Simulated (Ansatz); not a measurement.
The starting structures come from a database of crystals and need not be the phases stable at ambient conditions.

 Where the default PAW files enter, the runs use the earlier of Ansatz's two default sets.

Inside the gap of an insulator the Bloch states are evanescent, with a wavenumber k + iκ along the transport direction.

Input:

```xyz
10
Lattice="5.5757 0.0000 0.0000 2.7878 4.9154 0.0000 2.7878 1.5811 4.5625" Properties=species:S:1:pos:R:3 pbc="T T T"
Ta     0.0000     0.0000     0.0000
Ta     5.5757     3.2483     2.2812
Ag     8.3635     4.8724     3.4218
Ag     2.7878     1.6241     1.1406
O      4.3393     2.5041     3.6798
O      6.8120     3.9925     0.8827
O      5.2605     1.6241     1.1406
O      5.8909     4.8724     3.4218
O      7.1272     2.3253     3.1639
O      4.0241     4.1712     1.3985
```

Space group of this cell: R-3c. The cell is taken as given; by r2SCAN its mean pressure is -6.8 GPa.

Transport runs along the normal of the first two printed cell vectors, the (101) plane of the conventional cell.

The gap is the functional's own, uncorrected, and κ follows it; spin-orbit coupling is left out. Mid-gap values are interpolated between the computed energies.

Problem. Compute, with r2SCAN (Ansatz, an electronic-structure program), the band gap and the smallest decay constant κ at mid-gap.

Solution. Gap 2.30 eV on a 8×8×8 mesh; κ = 0.262 1/Å, at the zone centre.
